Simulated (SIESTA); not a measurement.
# A self-consistent single point of NiS2 (P2_1, 6 atoms in the cell) with SIESTA

Method: GGA PBEsol, numerical atomic orbitals TZP, PseudoDojo PBEsol standard norm-conserving potentials (rewritten from UPF to PSML) (SIESTA).

Input as run:

```
# files in the folder: Ni.psml S.psml (PseudoDojo PBEsol standard)
SystemName  NiS2
SystemLabel siesta

NumberOfAtoms                6
NumberOfSpecies              2
%block ChemicalSpeciesLabel
  1 28 Ni
  2 16 S
%endblock ChemicalSpeciesLabel
LatticeConstant              4.077660 Ang
%block LatticeVectors
     1.000000000    0.000000000    0.000000000
     0.000000000    1.275601693    0.000000000
    -0.492999907    0.000000000    1.196819009
%endblock LatticeVectors
AtomicCoordinatesFormat      Ang
%block AtomicCoordinatesAndAtomicSpecies
     1.555918271    4.335945392    3.657579233  1
     0.511455729    1.735210392    1.222641767  1
     0.251876564    4.941448515    2.035637784  2
     1.815497436    2.340713515    2.844583216  2
     1.281824106    1.125754152    4.477797976  2
     0.785549894    3.726489152    0.402423024  2
%endblock AtomicCoordinatesAndAtomicSpecies

XC.functional                GGA
XC.authors                   PBEsol
PAO.BasisSize                TZP
PAO.EnergyShift              0.01 Ry
MeshCutoff                   400 Ry
%block kgrid.MonkhorstPack
    6   0   0  0.0
    0   5   0  0.0
    0   0   5  0.0
%endblock kgrid.MonkhorstPack
OccupationFunction           FD
ElectronicTemperature        0.02 eV

MaxSCFIterations             150
SCF.Mixer.Method             Pulay
SCF.Mixer.Weight             0.1
SCF.Mixer.History            6
SCF.DM.Tolerance             1.0E-05
Diag.ParallelOverK           true
WriteForces                  true
```

Output, abridged:

```
reinit: Reading from file input.fdf

reinit: System Name: NiS2
reinit: System Label: siesta

coor:   Atomic-coordinates input format  =     Cartesian coordinates
coor:                                          (in Angstroms)

siesta: Atomic coordinates (Bohr) and species
siesta:      2.94026   8.19375   6.91182  1        1
siesta:      0.96651   3.27907   2.31046  1        2
siesta:      0.47598   9.33798   3.84680  2        3
siesta:      3.43079   4.42331   5.37548  2        4
siesta:      2.42230   2.12737   8.46181  2        5
siesta:      1.48447   7.04204   0.76047  2        6

siesta: System type = bulk

initatomlists: Number of atoms, orbitals, and projectors:      6   118   108

siesta: ******************** Simulation parameters ****************************
redata: Spin configuration                          = none
redata: Time-Reversal Symmetry                      = T
redata: Number of Atomic Species                    =        2
redata: Mesh Cutoff                                 =   400.0000 Ry
redata: Net charge of the system                    =     0.0000 |e|
redata: Min. number of SCF Iter                     =        0
redata: Max. number of SCF Iter                     =      150
redata: SCF convergence failure will abort job
redata: SCF mix quantity                            = Hamiltonian
redata: Mix DM or H after convergence               =   F
redata: Recompute H after scf cycle                 =   F
redata: Mix DM in first SCF step                    =   T
redata: No kicks to SCF
redata: DM Mixing Weight for Kicks                  =     0.5000
redata: Require Harris convergence for SCF          =   F
redata: Harris energy tolerance for SCF             =     0.000100 eV
redata: Require DM convergence for SCF              =   T
redata: DM tolerance for SCF                        =     0.000010
redata: Require EDM convergence for SCF             =   F
redata: EDM tolerance for SCF                       =     0.001000 eV
redata: Require H convergence for SCF               =   T
redata: Hamiltonian tolerance for SCF               =     0.001000 eV
redata: Require (free) Energy convergence for SCF   =   F
redata: (free) Energy tolerance for SCF             =     0.000100 eV
redata: Using DFT-D3 dispersion                     =   F
redata: Using Saved Data (generic)                  =   F
redata: Method of Calculation                       = Diagonalization
redata: Electronic Temperature                      =   232.0904 K
redata: Number of TDED substeps                     =        3
redata: Dynamics option                             = Single-point calculation
redata: Save all siesta data in one NC              =   F
redata: ***********************************************************************

%block SCF.Mixers
  Pulay
%endblock SCF.Mixers

%block SCF.Mixer.Pulay
  # Mixing method
  method pulay
  variant stable

  # Mixing options
  weight 0.1000
  weight.linear 0.1000
  history 6
%endblock SCF.Mixer.Pulay

DM_history_depth set to one: no extrapolation allowed by default for geometry relaxation
Size of DM history Fstack: 1
Total number of electrons:    60.000000
Total ionic charge:    60.000000

* ProcessorY, Blocksize:    1  64

* Orbital distribution balance (max,min):   118   118

k-point displ. along   1 input, could be:     0.00    0.50
 Kpoints in:           90 . Kpoints trimmed:           78

siesta: k-grid: Number of k-points = 78
siesta: k-points from Monkhorst-Pack grid
siesta: k-cutoff (effective) =    12.233 Ang
siesta: k-point supercell and displacements
siesta: k-grid:     6     0     0      0.000
siesta: k-grid:     0     5     0      0.000
siesta: k-grid:     0     0     5      0.000

diag: Algorithm                                     = D&C
diag: Parallel over k                               =   F
diag: Use parallel 2D distribution                  =   F
diag: Parallel block-size                           = 64
diag: Parallel distribution                         =     1 x     1
diag: Used triangular part                          = Lower
diag: Absolute tolerance                            =  0.100E-15
diag: Orthogonalization factor                      =  0.100E-05
diag: Memory factor                                 =  1.0000

superc: Internal auxiliary supercell:     5 x     3 x     5  =      75
superc: Number of atoms, orbitals, and projectors:    450   8850   8100

                        Single-point calculation

superc: Internal auxiliary supercell:     5 x     3 x     5  =      75
superc: Number of atoms, orbitals, and projectors:    450   8850   8100

outcell: Unit cell vectors (Ang):
        4.077660    0.000000    0.000000
        0.000000    5.201470    0.000000
       -2.010286    0.000000    4.880221

outcell: Cell vector modules (Ang)   :    4.077660    5.201470    5.278050
outcell: Cell angles (23,13,12) (deg):     90.0000    112.3880     90.0000
outcell: Cell volume (Ang**3)        :    103.5086
new_DM -- step:     1
Initializing Density Matrix...

Attempting to read DM from file... Failed...
DM filled with atomic data:

InitMesh: MESH = 48 x 64 x 60 = 184320
InitMesh: Mesh cutoff (required, used) =   400.000   417.759 Ry

stepf: Fermi-Dirac step function

        iscf     Eharris(eV)        E_KS(eV)     FreeEng(eV)     dDmax    Ef(eV) dHmax(eV)
   scf:    1   -10217.425101   -10287.144268   -10287.144341  1.592095 -1.624982 29.277334
   scf:    2   -10332.018205   -10319.402225   -10319.402225  0.483257 -2.918161  6.206718
   scf:    3   -10321.190557   -10320.646004   -10320.646004  0.092484 -3.251132  1.649069
   scf:    4   -10320.248995   -10320.688758   -10320.689131  0.094050 -3.622712  2.466410
   scf:    5   -10320.889060   -10320.794412   -10320.794829  0.008397 -3.590121  1.940872
   scf:    6   -10321.044687   -10320.961523   -10320.962505  0.030741 -3.489559  0.449542
   [... 4 lines left out ...]
   scf:   11   -10320.971611   -10320.971594   -10320.972683  0.000466 -3.458343  0.002190
   scf:   12   -10320.971597   -10320.971596   -10320.972684  0.000164 -3.458616  0.000571
   scf:   13   -10320.971596   -10320.971596   -10320.972684  0.000014 -3.458671  0.000418
   scf:   14   -10320.971597   -10320.971597   -10320.972684  0.000051 -3.458849  0.000099
   scf:   15   -10320.971597   -10320.971597   -10320.972684  0.000006 -3.458854  0.000080

SCF Convergence by DM+H criterion
max |DM_out - DM_in|         :     0.0000059893
max |H_out - H_in|      (eV) :     0.0000801277
SCF cycle converged after 15 iterations

Using DM_out to compute the final energy and forces

siesta: E_KS(eV) =           -10320.9716

siesta: E_KS - E_eggbox =    -10320.9716

siesta: Atomic forces (eV/Ang):
     1   -0.011751   -0.005762    0.009393
     2    0.011751   -0.005762   -0.009393
     3   -0.088857    0.338009    0.601916
     4    0.088857    0.338009   -0.601916
     5   -0.079832   -0.332478    0.588539
     6    0.079832   -0.332478   -0.588539
   Tot   -0.000000   -0.000462   -0.000001
   Max    0.601916
   Res    0.324551    sqrt( Sum f_i^2 / 3N )
   Max    0.601916    constrained

Stress tensor Voigt[x,y,z,yz,xz,xy] (kbar):       43.42       39.41       27.62        0.00        6.58        0.00
(Free)E + p*V (eV/cell)   -10323.3512
Target enthalpy (eV/cell)   -10320.9727

siesta: Program's energy decomposition (eV):
siesta: Ebs     =     -1626.547184
siesta: Eions   =     13768.828969
siesta: Ena     =      1430.801697
siesta: Ekin    =      4741.000667
siesta: Enl     =     -1290.218671
siesta: Eso     =         0.000000
siesta: Edftu   =         0.000000
siesta: DEna    =        65.140322
siesta: DUscf   =         2.249642
siesta: DUext   =         0.000000
siesta: Ex      =     -1401.387696
siesta: Ec      =       -99.728589
siesta: Exc     =     -1501.116285
siesta: Eharris =    -10320.971597
siesta: Etot    =    -10320.971597
siesta: FreeEng =    -10320.972684

siesta: Atomic forces (eV/Ang):
siesta:      1   -0.011751   -0.005762    0.009393
siesta:      2    0.011751   -0.005762   -0.009393
siesta:      3   -0.088857    0.338009    0.601916
siesta:      4    0.088857    0.338009   -0.601916
siesta:      5   -0.079832   -0.332478    0.588539
siesta:      6    0.079832   -0.332478   -0.588539
siesta: ----------------------------------------
siesta:    Tot   -0.000000   -0.000462   -0.000001

siesta: Stress tensor (static) (eV/Ang**3):
siesta:     0.027103   -0.000000    0.004104
siesta:     0.000000    0.024595   -0.000000
siesta:     0.004104    0.000000    0.017237

siesta: Cell volume =        103.508639 Ang**3

siesta: Pressure (static):
siesta:                Solid            Molecule  Units
siesta:          -0.00025027         -0.00034974  Ry/Bohr**3
siesta:          -0.02297860         -0.03211184  eV/Ang**3
siesta:         -36.81577259        -51.44884156  kBar
```

The run converged in 15 iterations.

The starting cell comes from a database of computed structures (which also holds hypothetical and non-ambient phases and stackings), without a prior relaxation at this level. Spin polarisation is off, so a magnetic state, if there is one, cannot be reached. Values carry the incompleteness of an atom-centred basis. With a pressure of about -4 GPa the cell is away from its equilibrium volume at this level.

Cost on one core of a shared machine: roughly 50 s.
